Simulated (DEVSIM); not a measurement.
System: Mo/SiO2/p-Si capacitor, at 500 K.

```tsv
layer (left to right)	material	thickness (nm)	Na (cm⁻³)
1	SiO2	3.70	-
2	Si	2300	6e16
```

Metal gate on the left, work function 4.6 eV. Fixed charge at the semiconductor interface 0 cm⁻² (in units of +e); interface traps 5.3e10 cm⁻² eV⁻¹, uniform in energy, neutral level at 0.5 of the gap above the valence band.

This is a model device: material constants are rounded textbook-type values typed into the input, and sizes, dopings and lifetimes were drawn at random. Values at 300 K; Nc and Nv go as T^1.5, mobilities as T to minus their exponent, the gap by Varshni's rule with the affinity fixed.

| parameter | SiO2 | Si |
|---|---|---|
| gap (eV) | 9 | 1.124 |
| affinity (eV) | 0.9 | 4.05 |
| permittivity | 3.9 | 11.7 |
| Nc (cm⁻³) | - | 2.86e19 |
| Nv (cm⁻³) | - | 3.1e19 |
| Varshni α (eV/K) | - | 0.000473 |
| Varshni β (K) | - | 636 |

DEVSIM, 1D Poisson equation in equilibrium, Boltzmann statistics, complete ionisation; no quantum confinement or tunnelling. Metal contacts follow the ideal Schottky-Mott rule: no Fermi-level pinning, no interface dipoles.

Q: Tabulate band edges, carrier densities and field at 0.2 V on the gate.

A: Energies count from the Fermi level of the right contact; mesh points crowd at the junctions.

| x (μm) | Ec (eV) | Ev (eV) | n (cm⁻³) | p (cm⁻³) | field (V/cm) |
|---|---|---|---|---|---|
| 0.000 | 3.500 | -5.500 | < 1e2 | < 1e2 | 220000 |
| 0.0009500 | 3.521 | -5.479 | < 1e2 | < 1e2 | 220000 |
| 0.002151 | 3.548 | -5.452 | < 1e2 | < 1e2 | 220000 |
| 0.003235 | 3.572 | -5.428 | < 1e2 | < 1e2 | 220000 |
| 0.004604 | 0.439 | -0.627 | 2.3e15 | 3.2e13 | 72000 |
| 0.006744 | 0.454 | -0.611 | 1.6e15 | 4.6e13 | 70000 |
| 0.01110 | 0.484 | -0.582 | 8.2e14 | 9.2e13 | 66000 |
| 0.02465 | 0.565 | -0.500 | 1.2e14 | 6.0e14 | 54000 |
| 0.04756 | 0.664 | -0.401 | 1.2e13 | 6.1e15 | 33000 |
| 0.09422 | 0.748 | -0.318 | 1.8e12 | 4.2e16 | 6800 |
| 0.1892 | 0.763 | -0.302 | 1.3e12 | 6.0e16 | 95 |
| 0.4684 | 0.763 | -0.302 | 1.2e12 | 6.0e16 | ≈ 0 |
| 0.9512 | 0.763 | -0.302 | 1.2e12 | 6.0e16 | ≈ 0 |
| 1.612 | 0.763 | -0.302 | 1.2e12 | 6.0e16 | ≈ 0 |
| 2.037 | 0.763 | -0.302 | 1.2e12 | 6.0e16 | ≈ 0 |
| 2.173 | 0.763 | -0.302 | 1.2e12 | 6.0e16 | ≈ 0 |
| 2.240 | 0.763 | -0.302 | 1.2e12 | 6.0e16 | ≈ 0 |
| 2.273 | 0.763 | -0.302 | 1.2e12 | 6.0e16 | ≈ 0 |
| 2.293 | 0.763 | -0.302 | 1.2e12 | 6.0e16 | ≈ 0 |
| 2.299 | 0.763 | -0.302 | 1.2e12 | 6.0e16 | ≈ 0 |
| 2.302 | 0.763 | -0.302 | 1.2e12 | 6.0e16 | ≈ 0 |
| 2.304 | 0.763 | -0.302 | 1.2e12 | 6.0e16 | ≈ 0 |
